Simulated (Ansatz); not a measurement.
The reference is C in the diamond structure (space group Fd-3m, No. 227).

```xyz
2
Lattice="0.0000 1.7659 1.7659 1.7659 0.0000 1.7659 1.7659 1.7659 0.0000" Properties=species:S:1:pos:R:3 pbc="T T T"
C      0.0000     0.0000     0.0000
C      0.8829     0.8829     0.8829
```

Cartesian axes are those of the cell as printed.

Calculations: DFT with LDA, PAW potentials and a 420 eV plane-wave cutoff in Ansatz (a first-principles code), scalar-relativistic without spin-orbit coupling.

For the base:

```
Item                   Result
-------------------  --------
Pressure             0.00 GPa
Smallest direct gap   5.62 eV
Band gap              4.17 eV
```

Now apply this change: uniaxial strain ε_zz = −2.00 %, all other strain components held at zero; the atoms relax in the strained cell.

Problem. What does the calculation give for the pressure, smallest direct gap and band gap after the change?

Solution. The pressure (mean of the normal stresses, compression positive) goes from zero to 9.79 GPa; the smallest direct gap decreases by 0.31 eV to 5.31 eV; the band gap decreases by 0.48 eV (4.17 eV → 3.69 eV).

No phonon test of stability was made.
